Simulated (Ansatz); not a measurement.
# Ru: pressure series

Consider Ru in the hcp (Mg type) structure (space group P6_3/mmc, No. 194; a = 2.692 Å, c = 4.246 Å).

Cell and atoms are relaxed at each pressure.

Method: DFT with PBEsol, PAW potentials and a 420 eV plane-wave cutoff in Ansatz (a program for electronic structure), no spin-orbit coupling, earlier PAW set.

```json
[
 {"pressure (GPa)": "-2", "volume per atom (Å³/atom)": "13.401"},
 {"pressure (GPa)": "-1", "volume per atom (Å³/atom)": "13.362"},
 {"pressure (GPa)": "0", "volume per atom (Å³/atom)": "13.323"},
 {"pressure (GPa)": "3", "volume per atom (Å³/atom)": "13.211"},
 {"pressure (GPa)": "7", "volume per atom (Å³/atom)": "?"},
 {"pressure (GPa)": "15", "volume per atom (Å³/atom)": "12.810"},
 {"pressure (GPa)": "50", "volume per atom (Å³/atom)": "11.928"},
 {"pressure (GPa)": "75", "volume per atom (Å³/atom)": "11.456"},
 {"pressure (GPa)": "100", "volume per atom (Å³/atom)": "11.065"}
]
```

Question: Fit the third-order Birch–Murnaghan form P(V) = (3B₀/2)[(V₀/V)^(7/3) − (V₀/V)^(5/3)]·[1 + (3/4)(B₀′ − 4)((V₀/V)^(2/3) − 1)] (squares taken in P) to the rows shown and predict the withheld row.

Answer: Least squares on the printed values gives V₀ = 13.323 Å³/atom, B₀ = 350 GPa, B₀′ = 4.6; this predicts 13.070 Å³/atom, and the run gives 13.070 Å³/atom, in agreement.

Load acts through the strain it causes; cell and atoms are relaxed under it. No phonon test of stability was made. Competing high-pressure phases were not computed. The final runs are not spin-polarised.
